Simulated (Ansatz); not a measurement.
**zinc-blende GaSb: the defect As on the Sb site**

The numbers are results of PBE, PAW (plane waves to 420 eV; Ansatz, a first-principles code), not measurements. Set-up: 64-site cell; 2×2×2 shifted k-points; start: the Sb site; no spin–orbit coupling; the functional closes the host's gap; energies good to tenths of an eV.

Neighbours after relaxation, in Å: of the As atom: Ga 2.55, Ga 2.55, Ga 2.55, Ga 2.55.

Formation energies E_f are those of the neutral cell. Chemical conditions: Ga-rich (Δμ(Sb) = -0.32 eV, Δμ(As) = -0.70 eV, bounded by zinc-blende GaAs; only phases computed here count, gases as isolated molecules at 0 K); Sb-rich (Δμ(Sb) = 0.00 eV, Δμ(As) = -0.38 eV, bounded by zinc-blende GaAs; only phases computed here count, gases as isolated molecules at 0 K). Reference phases: As: rhombohedral As, Sb: rhombohedral Sb.

```csv
charge,moment (μB),largest move off a lattice site (Å),"E_f, Ga-rich (eV)","E_f, Sb-rich (eV)"
0,not spin-polarised,0.14,0.18,0.18
```
